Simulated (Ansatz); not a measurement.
Base system: KTaO$_{3}$ in the cubic perovskite structure (space group Pm-3m, No. 221; a = 4.0244 Å).

It is then changed as follows: cell and atoms relaxed at a pressure of 45 GPa.

Levels (all Ansatz, a program for electronic structure, PAW): PBE (420 eV, without spin-orbit coupling); r2SCAN (500 eV, scalar-relativistic without spin-orbit coupling); HSE06 (420 eV, spin-orbit coupling left out); PBE+SOC (420 eV, spin-orbit coupling included).

One geometry, relaxed with PBE, under each level:

Notes on the quantities. electron mass: degenerate bands, along [100]; hole mass: degenerate bands, along [100].

```json
[
 {"level": "PBE", "band gap": "2.51 eV", "lowest conduction level above the VBM at special points": "Γ 2.51 eV; X 2.75 eV; M 6.09 eV; R 7.86 eV", "electron mass": "–", "hole mass": "–", "pressure": "450.0 kbar"},
 {"level": "r2SCAN", "band gap": "2.97 eV", "lowest conduction level above the VBM at special points": "Γ 2.97 eV; X 3.19 eV; M 6.54 eV; R 8.35 eV", "electron mass": "–", "hole mass": "–", "pressure": "397.8 kbar"},
 {"level": "HSE06", "band gap": "[?]", "lowest conduction level above the VBM at special points": "[?]", "electron mass": "–", "hole mass": "–", "pressure": "–"},
 {"level": "PBE+SOC", "band gap": "2.38 eV", "lowest conduction level above the VBM at special points": "Γ 2.38 eV; X 2.74 eV; M 5.95 eV; R 7.71 eV", "electron mass": "0.24, 0.66 mₑ (at Γ)", "hole mass": "0.93, 2.5 mₑ (at R)", "pressure": "446.8 kbar"}
]
```

Problem. Give the withheld HSE06 results.

Solution. 
- HSE06, band gap: 3.94 eV
- HSE06, lowest conduction level above the VBM at special points: Γ 3.94 eV; X 4.19 eV; M 7.78 eV

Single points use the geometry relaxed with PBE. Their cutoffs differ, which shifts pressures a little. HSE06 was sampled on its mesh, a few special points and the semilocal edge points, so its gap is an upper bound. The spin-orbit shifts are approximate. With Ta present, leaving out spin-orbit coupling can change the band edges. Load acts through the strain it causes; cell and atoms are relaxed under it. Masses are band curvatures over ±0.01 Å⁻¹ around the edge. Whether these cells are dynamically stable was not tested. Competing high-pressure phases were not computed.
